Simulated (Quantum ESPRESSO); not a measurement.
**Equation of state of rutile-structure PbO2 (space group 136): energy against volume (Quantum ESPRESSO, PBEsol)**

```xyz
6
Lattice="4.8160 0.0000 0.0000 0.0000 4.8160 0.0000 0.0000 0.0000 3.2916" Properties=species:S:1:pos:R:3 pbc="T T T"
Pb     0.0000     0.0000     0.0000
Pb     2.4080     2.4080     1.6458
O      1.4785     1.4785     0.0000
O      3.8865     0.9295     1.6458
O      0.9295     3.8865     1.6458
O      3.3375     3.3375     0.0000
```

Method: PBEsol, GBRV 1.5 ultrasoft (PBESOL) pseudopotentials (plane waves; Quantum ESPRESSO). Settings: ecutwfc = 52 Ry; ecutrho = 260 Ry; occupations = smearing; smearing = fd; degauss = 0.0036749 Ry; potentials = {Pb: pb_pbesol_v1.uspp.F.UPF, O: o_pbesol_v1.2.uspp.F.UPF}; K_POINTS = automatic 12 12 17 0 0 0; conv_thr = 1e-10 Ry; mixing_beta = 0.4. The cell above is the first row's. The rows scale it uniformly. In all rows fractional positions and the k mesh are held. E is the free energy at the stated smearing, counted from the lowest row.

```
V (Å^3/atom)  E (meV/atom)
------------  ------------
12.724               77.64
13.001               48.19
13.277               26.53
13.554               11.78
13.830                3.16
14.107                0.00
14.384                1.68
14.660                7.63
14.937                   ?
```

The 8 complete rows are fitted with the third-order Birch-Murnaghan form, a cubic in V^(-2/3), E against V. With u = V^(-2/3) - 0.175, the rows have u = 0.008478, 0.005863, 0.003347, 0.000909, -0.001439, -0.003719, -0.005925, -0.008053. Least squares gives E = 7.795 + 3924.50·u + 496596·u² + 1455971·u³. Residuals (row less fit): -0.008, 0.022, -0.018, 0.006, -0.012, 0.007, 0.007, -0.005; standard error 0.017 (degrees of freedom: 4). Its minimum lies at u = -0.004023, so V0 = (0.170977)^(-3/2) = 14.14. There d²E/du² = 958100 and d³E/du³ = 8736000, so B0 = (4/9) × 14.14^(-7/3) × 958100 × 0.160218 = 141 GPa (the last factor turns the table's units into GPa), and B0' = 4 + (2/3) × 0.170977 × (8736000)/958100 = 5.0. The program's pressures in the fitted runs (not shown) pass through zero at V = 14.12, 0.14 % from this V0.

Q: What does the fit predict for E at V = 14.937, and how far is the calculated value from it?

A: u = -0.010124, so E = 7.795 + 3924.50 × (-0.010124) + 496596 × (-0.010124)² + 1455971 × (-0.010124)³ = 17.451 meV/atom. The calculation gives 17.35 meV/atom, 0.101 meV/atom below the prediction (0.1 % of the range of E in the table). The row lies outside the fitted rows, so this is an extrapolation. From the scatter of the fitted rows alone, a prediction at this place has a standard error of 0.041 meV/atom, so the miss is 2.5 times that.

Carrying the step between the two nearest rows on in a straight line would have given 13.60, off by 3.75; series whose last step already gives the withheld value aren't shown. The scan was laid around a cell of about the measured size, scaled by a guess for this functional; axis ratios and inner coordinates come from that cell. The runs keep the symmetry of the cell, so they don't test it for distortions. Spin-orbit coupling is off. The shape of the cell and the inner coordinates aren't relaxed, so V0 and B0 belong to this uniform scaling; a relaxed crystal lies no higher in energy and is usually softer (forces reach 0.21 eV/Å in these rows). Cutoffs and mesh are single choices, not tested for convergence of this quantity. Series with a scatter that would blur these digits, or in which a gap closes, are not shown. Nor are scans whose minimum lies at an end fitted in this form.
